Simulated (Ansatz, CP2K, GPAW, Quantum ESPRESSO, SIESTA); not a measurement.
## One structure in several programs: InSb (F-43m, 2 atoms in the cell)

Self-consistent single point.

```xyz
2
Lattice="0.0000 3.2400 3.2400 3.2400 0.0000 3.2400 3.2400 3.2400 0.0000" Properties=species:S:1:pos:R:3 pbc="T T T"
In     0.0000     0.0000     0.0000
Sb     1.6200     1.6200     1.6200
```

All programs got the same cell, k-point mesh and kind of occupations (in Ansatz's words: kpoints.mp_grid.grid = 6 6 6; scf.occupations.method = fermi_dirac; scf.occupations.width = 0.05 eV); potentials, basis and cutoffs are each program's usual ones.

```csv
code,model,pressure (GPa),k-points,cutoff
CP2K,"PBE, GPW, TZVP-MOLOPT-SR-GTH basis, GTH-PBE potentials (GTH_POTENTIALS)",3.75,112,grid 500 Ry
Quantum ESPRESSO,"PBE, PSlibrary PAW (PBE, semicore) pseudopotentials",1.94,16,55 Ry
Ansatz,"PBE, default PAW files",3.14,16,default
GPAW,"PBE, GPAW PAW datasets PBE (gpaw-data 1.0.1)",2.66,16,550 eV
SIESTA,"GGA PBE, numerical atomic orbitals DZP, PseudoDojo PBE standard norm-conserving potentials (rewritten from UPF to PSML)",3.28,132,grid 350 Ry
```

No clean gap comes from CP2K, Quantum ESPRESSO, Ansatz (a first-principles code), GPAW and SIESTA: levels at the Fermi energy touch, overlap or are partly filled at this smearing.

The spread over the programs that give each value: pressure within 1.81 GPa.

The starting cell has typed, rounded lattice constants, without a prior relaxation at this level. On Ansatz's run: Spin-orbit coupling is off. In the base run, with a pressure of about 3 GPa the cell is away from its equilibrium volume at this level. The run gives no clean gap (levels at the Fermi energy touch, overlap or are partly filled at this smearing), which alone does not show that the compound is a metal.

Q: Why do the programs differ, and what cannot be compared?

A: Differences of this kind can come from the potentials, where these differ, and from what each basis and cutoff leave unconverged. The valence holds different numbers of electrons (CP2K 18, Quantum ESPRESSO 28, Ansatz 28, GPAW 28, SIESTA 28). The zero of total energies and Fermi levels follows the potentials and each program's conventions, so they are not compared here. CP2K and SIESTA use small atom-centred bases, whose incompleteness enters pressures, forces and empty levels differently from a plane-wave cutoff. Ansatz's pressure is given at a fixed set of plane waves, as the other plane-wave codes print theirs; with its correction for the finite basis it is 3.18 GPa. The programs reduce the same mesh by symmetry to different extents, which changes the work and not the result. In the pressure, CP2K (by 1.09) lies more than 1 GPa from the median of the plane-wave programs.

Left out of this page: ABINIT (with a known weakness of the program); Elk and FLEUR (not drawn, or without a comparable value).

Keys are those of Ansatz 0.2.
